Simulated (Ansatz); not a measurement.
For cubic perovskite CsPbCl3 (cubic high-temperature phase), PBEsol (PAW; Ansatz, a first-principles code) gives:

```
Item                                     Value
------------------------------  --------------
equilibrium lattice constant a         5.619 Å
enthalpy of formation           -1.550 eV/atom
```

Problem. What does r²SCAN-D4 (plane waves, PAW; Ansatz) give for the same quantities?

Solution. 
- lattice constant a: 5.654 Å (grows by 0.6 %)
- formation enthalpy: -1.797 eV/atom (moves by -0.247 eV/atom)

Changes are worked out from the printed values.

Unless a cell is named, each level is at its own relaxed cell (PBEsol 35.48, r²SCAN-D4 36.14 Å³/atom).

Levels without +SOC leave out spin–orbit coupling, which shifts energies and cells of such heavy elements.

Caveats: the relaxation could not lower the start's symmetry, so the cell can be a saddle point above a distorted one (PBEsol, r²SCAN-D4). Ansatz's density-functional and Hartree–Fock values are scalar-relativistic unless marked +SOC, with PAW data made under PBE.
